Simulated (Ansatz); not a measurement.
# (Ru,Ta): RuTa7

A 16-atom cell of (Ru,Ta) started in the hexagonal close-packed structure, site fractions Ru 0.125, Ta 0.875, short-range order -0.05 among the nearest mixed sites (0 is random, a negative value favours unlike neighbours), space group C2/m at the end, an ordered arrangement that its symmetry holds, its cell sheared by up to 7° against the end member's.

Calculation: r2SCAN (plane waves to 500 eV, PAW; Ansatz, a first-principles code). Scalar-relativistic, without spin–orbit coupling; the runs are not spin-polarised. Its k-point mesh 6×6×6, Fermi–Dirac width 0.05 eV.

- volume per atom: 17.35 Å³
- Ta–Ta bonds: 3.020 Å on average, from 2.790 to 3.321 (85)
- Ru–Ta bonds: 2.980 Å on average, from 2.754 to 3.337 (26)
- Ru–Ru bonds: 3.249 Å on average, from 3.249 to 3.249 (1)
- check of the structure type: not passed: over a tenth of the atoms count other neighbours than the ideal type within 1.2 times their shortest bond (scaled by covalent radii), so no mixing enthalpy is given

```yaml
crystal:
  lattice:
    - [0.45748, -5.38885, -4.61668]
    - [-0.45748, 5.38885, -4.61668]
    - [5.62484, -0.52081, 4.61668]
  atoms:
    - { symbol: Ta, position: [0.59607, 0.46292, 0.30898] }
    - { symbol: Ta, position: [0.21645, 0.59961, 0.06606] }
    - { symbol: Ru, position: [0.72041, 0.09738, 0.06779] }
    - { symbol: Ta, position: [0.33604, 0.22026, 0.80629] }
    - { symbol: Ta, position: [0.47647, 0.84229, 0.56876] }
    - { symbol: Ta, position: [0.96561, 0.33902, 0.55463] }
    - { symbol: Ru, position: [0.09209, 0.96516, 0.30725] }
    - { symbol: Ta, position: [0.84690, 0.72351, 0.82041] }
    - { symbol: Ta, position: [0.52311, 0.15433, 0.43839] }
    - { symbol: Ta, position: [0.15118, 0.27617, 0.18749] }
    - { symbol: Ta, position: [0.66132, 0.78631, 0.18749] }
    - { symbol: Ta, position: [0.28937, 0.90812, 0.93655] }
    - { symbol: Ta, position: [0.40625, 0.53123, 0.68748] }
    - { symbol: Ta, position: [0.90625, 0.03123, 0.68748] }
    - { symbol: Ta, position: [0.03406, 0.66527, 0.43839] }
    - { symbol: Ta, position: [0.77843, 0.39718, 0.93655] }
```
